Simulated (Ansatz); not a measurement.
**One base run on CsPbCl₃ (P1, 5 atoms in the cell) and variants with one or two settings moved**

```
CELL_PARAMETERS angstrom
      5.67984     0.00000     0.00000
      0.00000     5.67984     0.00000
      0.00000     0.00000     5.67984
ATOMIC_POSITIONS crystal
  Cs 0.01563 0.98093 0.99613
  Pb 0.50660 0.50701 0.49832
  Cl 0.98426 0.50359 0.50972
  Cl 0.49766 0.01015 0.50237
  Cl 0.49586 0.49833 0.99346
```

Base run A: PBE0, PAW files made with PBE run with Ansatz (an electronic-structure program), self-consistent single point.

Its settings: basis.ecutwfc = 420 eV; kpoints.mp_grid.grid = 3 3 3; hamiltonian.xc = pbe0; hamiltonian.pseudopotentials = {kind: paw} (the program's default PAW files); scf.occupations.method = gaussian; scf.occupations.width = 0.05 eV.

The starting cell comes from a database of computed structures (which also holds hypothetical and non-ambient phases and stackings), without a prior relaxation at this level. Its atoms were displaced at random from the sites of space group no. 221. Spin-orbit coupling is off. Ansatz's pressure includes its estimate of the finite-basis (Pulay) stress. Another mesh or the band path of this cell gives a smaller gap, so this value is not converged in the mesh.

ΔF is the free energy per atom less that of run A. A dash stands where there is no value to compare (another energy zero or no entropy term, no result, no spin, no clean gap, or a mesh too coarse for one). Total energies depend on the potentials, the functional and any Hubbard or dispersion term, so they are compared only between runs that share all of them.

Runs C sample the zone with one or two k-points, far too few for so small a cell.

Runs:
- B: hamiltonian.xc: pbe0 → hse06 [HSE06]
- C: kpoints.mp_grid.grid: 3 3 3 → 1 1 1
- D: kpoints.mp_grid.grid: 3 3 3 → 2 2 2
- E: scf.convergence.dr2_threshold: default (1e-07 eV) → 0.0001 eV
- F: scf.mixing.preconditioner: default (the program chose none) → kerker
- G: scf.mixing.algorithm: default (the program chose MSR1) → anderson; scf.mixing.beta: default → 0.05
- H: scf.mixing.algorithm: default (the program chose MSR1) → anderson; scf.mixing.ndim: default → 1

```csv
run,ΔF (meV/atom),pressure (GPa),largest force (eV/Å),gap on the mesh (eV),k-points
A,0.00,0.18,0.242,5.723,14
B,–,0.19,0.243,5.036,14
C,-720.3,-3.42,0.772,7.921,1
D,107.5,1.49,0.118,3.617,8
E,0.00,0.18,0.242,5.723,14
F,0.00,0.18,0.242,5.723,14
G,0.00,0.18,0.242,5.723,14
H,0.00,0.18,0.242,5.723,14
```

Run B against A: The pressure moves little (0.18 to 0.19 GPa), the largest force moves little (0.242 to 0.243 eV/Å) and the gap on the mesh goes from 5.723 to 5.036 eV.

Run C against A: The free energy goes down by 720 meV/atom, the pressure goes from 0.18 to -3.42 GPa, the largest force goes from 0.242 to 0.772 eV/Å and the gap on the mesh goes from 5.723 to 7.921 eV.

Run D against A: The free energy goes up by 108 meV/atom, the pressure goes from 0.18 to 1.49 GPa, the largest force goes from 0.242 to 0.118 eV/Å and the gap on the mesh goes from 5.723 to 3.617 eV.

Left out of this page: 1 run of the series held back from this collection.

Keys are those of Ansatz 0.2.
